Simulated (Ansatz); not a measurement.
## HfSiO4: pressure −1 GPa

Consider HfSiO₄ (space group I4_1/amd, No. 141; a = 6.5821 Å, c = 5.9661 Å).

The change: hydrostatic tension (pressure −1 GPa).

Level of theory: PBEsol (Ansatz, an electronic-structure program; PAW; 420 eV plane waves; spin-orbit coupling left out). Settings: 6×6×6 k-points, 0.05 eV Fermi–Dirac smearing.

The density drops by 0.03 g/cm³ to 6.92 g/cm³ and the lattice parameter a increases by 0.012 Å (6.582 Å → 6.594 Å). The shortest interatomic distance stays essentially unchanged (1.630 Å against 1.632 Å) and the enthalpy H = E + PV relative to the base's energy is -0.07 eV/atom. The band gap drops by 0.02 eV (5.38 eV → 5.36 eV) (an upper bound: an edge found on the path is not a true extremum; both cells).

Final structure:

```
HfSiO4
1.0
   -3.29680     3.29680     2.98592
    3.29680    -3.29680     2.98592
    3.29680     3.29680    -2.98592
O Si Hf
8 2 2
Direct
  0.13344   0.31805   0.81538
  0.61656   0.93195   0.68462
  0.24733   0.93195   0.31538
  0.50267   0.31805   0.18462
  0.68195   0.86656   0.18462
  0.06805   0.75267   0.68462
  0.06805   0.38344   0.31538
  0.68195   0.49733   0.81538
  0.50000   0.50000   0.00000
  0.25000   0.75000   0.50000
  0.75000   0.25000   0.50000
  0.00000   0.00000   0.00000
```

With Hf present, leaving out spin-orbit coupling can change the band edges. Load acts through the strain it causes; cell and atoms are relaxed under it. No phonon test of stability was made.
